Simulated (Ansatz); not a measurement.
The (11-22) surface of hcp Hf in its 1x1 cell, outermost plane spacing 1.35 Å in the ideal cut

Computed with r2SCAN, at the PBE geometry (plane waves to 500 eV, PAW; Ansatz, an electronic-structure program).

Slab: 18 atoms, 10.8 Å thick at the start; k 7x7x1, smearing 0.1 eV, dipole-corrected; single point; on the structure that PBE left under its start's symmetry; no spin, no spin-orbit, no U.

```yaml
surface energy (mean of both faces): 2.17 J/m²
work_function_of_the_top_face: 3.68 eV
cost: around 24 core-minutes (rough)
```
